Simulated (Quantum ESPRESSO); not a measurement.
Quantum ESPRESSO run on RbCl (Fm-3m, 2 atoms in the cell): self-consistent single point.

Method of the run: BLYP, PSlibrary ultrasoft (PBE) pseudopotentials (plane waves; Quantum ESPRESSO).

```
CELL_PARAMETERS angstrom
     -3.26867     0.00000     3.26867
      0.00000     3.26867     3.26867
     -3.26867     3.26867     0.00000
ATOMIC_POSITIONS crystal
  Rb 0.00000 0.00000 0.00000
  Cl 0.50000 0.50000 0.50000
```

Reference input (self-consistent single point, DFT, PBE, plane waves, PSlibrary ultrasoft (PBE) pseudopotentials): ecutwfc = 50 Ry; ecutrho = 350 Ry; occupations = smearing; smearing = fermi-dirac; degauss = 0.000734986 Ry; potentials = {Rb: Rb.pbe-spn-rrkjus_psl.1.0.0.UPF, Cl: Cl.pbe-nl-rrkjus_psl.1.0.0.UPF}; K_POINTS = automatic 7 7 7 0 0 0; conv_thr = 1e-09 Ry; mixing_beta = 0.5. This run's input differs from it in these lines:

```diff
@@ -18,2 +18,3 @@
     degauss = 0.000734986
+    input_dft = 'blyp'
 /
```

Output, abridged:

```
     Self-consistent Calculation

     iteration #  1     ecut=    50.00 Ry     beta= 0.50

     Threshold (ethr) on eigenvalues was too large:
     Diagonalizing with lowered threshold

     total energy              =     -90.10337547 Ry
     estimated scf accuracy    <       0.09019179 Ry

     iteration #  2     ecut=    50.00 Ry     beta= 0.50

     total energy              =     -90.12515567 Ry
     estimated scf accuracy    <       0.00495037 Ry

     iteration #  3     ecut=    50.00 Ry     beta= 0.50

     total energy              =     -90.12554786 Ry
     estimated scf accuracy    <       0.00099673 Ry

   [... 2 blocks of this kind left out ...]

     iteration #  6     ecut=    50.00 Ry     beta= 0.50

     total energy              =     -90.12561117 Ry
     estimated scf accuracy    <       0.00000046 Ry

     iteration #  7     ecut=    50.00 Ry     beta= 0.50
     End of self-consistent calculation

     the Fermi energy is     3.2047 ev

!    total energy              =     -90.12561128 Ry
     estimated scf accuracy    <          7.0E-10 Ry
     smearing contrib. (-TS)   =       0.00000000 Ry
     internal energy E=F+TS    =     -90.12561128 Ry

     convergence has been achieved in   7 iterations

     Forces acting on atoms (cartesian axes, Ry/au):

     atom    1 type  1   force =    -0.00000000   -0.00000000    0.00000000
     atom    2 type  2   force =    -0.00000000   -0.00000000    0.00000000

     Total force =     0.000000     Total SCF correction =     0.000000

          total   stress  (Ry/bohr**3)                   (kbar)     P=       20.87
   0.00014187   0.00000000   0.00000000           20.87        0.00        0.00
   0.00000000   0.00014187  -0.00000000            0.00       20.87       -0.00
   0.00000000  -0.00000000   0.00014187            0.00       -0.00       20.87

   JOB DONE.
```

The run converged in 7 iterations. Against the reference run the pressure goes from 1.20 to 2.09 GPa and the gap on the mesh goes from 5.065 to 5.050 eV.

The starting cell comes from a database of computed structures (which also holds hypothetical and non-ambient phases and stackings), without a prior relaxation at this level. Its lattice was rescaled by a random factor within 2.5 % of one.
